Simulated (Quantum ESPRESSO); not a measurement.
Troubleshooting Quantum ESPRESSO: a failed run on Li2SnF6 (P-31m, 9 atoms in the cell). The aim is a self-consistent single point with DFT, PBEsol, plane waves, GBRV 1.5 ultrasoft (PBESOL) pseudopotentials.

Cell that was meant: a = 4.9095 Å, b = 4.9095 Å, c = 4.5380 Å, α = 90.00°, β = 90.00°, γ = 120.00°.

Part of the input:

```fortran
   C = 4.538040000
   nat = 9
   ntyp = 3
   ecutwf = 40
   ecutrho = 200
   occupations = 'smearing'
   smearing = 'gauss'
```

Log, with long lists cut:

```
     This program is part of the open-source Quantum ESPRESSO suite
     for quantum simulation of materials; please cite

 %%%%%%%%%%%%%%%%%%%%%%%%%%%%%%%%%%%%%%%%%%%%%%%%%%%%%%%%%%%%%%%%%%%%%%%%%%%%%%
     Error in routine  read_namelists (1):
      bad line in namelist &system: "   ecutwf = 40" (error could be in the previous line)
 %%%%%%%%%%%%%%%%%%%%%%%%%%%%%%%%%%%%%%%%%%%%%%%%%%%%%%%%%%%%%%%%%%%%%%%%%%%%%%

     stopping ...
```

**Question.** Read the log: what does the program object to, and what is the fix?

**Answer.** The fault is a keyword that the program does not know. The program does not know a key of this name. To fix it, use the program's own name for the key. The program stopped before any SCF iteration.

The sound input it was made from differs as follows (other fixes are possible):
```diff
-   ecutwf = 40
+   ecutwfc = 40
```

With that input, the run converged in 10 iterations: free energy E − TS -6525.2424 eV; top of the valence band (on the code's own zero) 2.04 eV; gap on the k-point mesh 5.21 eV; pressure 1.02 GPa; largest force (vector length) 0.050 eV/Å (DFT, PBEsol, plane waves, GBRV 1.5 ultrasoft (PBESOL) pseudopotentials).

On the sound input: the starting cell comes from a database of computed structures (which also holds hypothetical and non-ambient phases and stackings), without a prior relaxation at this level.
